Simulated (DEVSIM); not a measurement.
System: Schottky contact on p-type Si, at 500 K.

Layer 1 from the left is Si, thickness (μm) 0.570, Na (cm⁻³) 1.5e16, τn (s) 1.4e-7, τp (s) 1.4e-7.

Left contact: Schottky, work function 4.494 eV, emission velocity 1.9e6 cm/s. Right contact: ohmic. Voltage is applied to the left contact. Recombination: SRH at mid-gap, radiative. Mobility is constant in doping.

Constants are typed, rounded textbook-type inputs, not results; the design itself was drawn at random and stands for no fabricated device. Values at 300 K; Nc and Nv go as T^1.5, mobilities as T to minus their exponent, the gap by Varshni's rule with the affinity fixed.

Si: gap (eV) 1.124, affinity (eV) 4.05, permittivity 11.7, Nc (cm⁻³) 2.86e19, Nv (cm⁻³) 3.1e19, μn (cm²/Vs) 1417, μp (cm²/Vs) 470, T exponent of μn 2.3, T exponent of μp 2.2, B (cm³/s) 4.7e-15, Varshni α (eV/K) 0.000473, Varshni β (K) 636.

Estimate by hand the built-in potential, the peak field at zero bias, the capacitance at 3 V, and compare with a numerical solution.


- Built-in potential: barrier φB = 0.621 eV; Vbi = φB − kT/q ln(N_band/N) = 0.259 V; numerical 0.259 V.
- Peak field at zero bias: depletion approximation: W = √(2εVbi/(qN)) = 0.150 μm with N = 1.50e16 cm⁻³; field = 2Vbi/W = 34700 V/cm; numerical 32000 V/cm (estimate above by 8.4 %).
- Capacitance at 3 V: C = √(qεN / 2(Vbi + |V|)) = 19.5 nF/cm²; numerical 19.9 nF/cm² (estimate below by 1.7 %).

Simulated with DEVSIM: 1D drift-diffusion, Boltzmann statistics, complete ionisation; no tunnelling, impact ionisation, image-force lowering or self-heating. Metal contacts follow the ideal Schottky-Mott rule: no Fermi-level pinning, no interface dipoles.
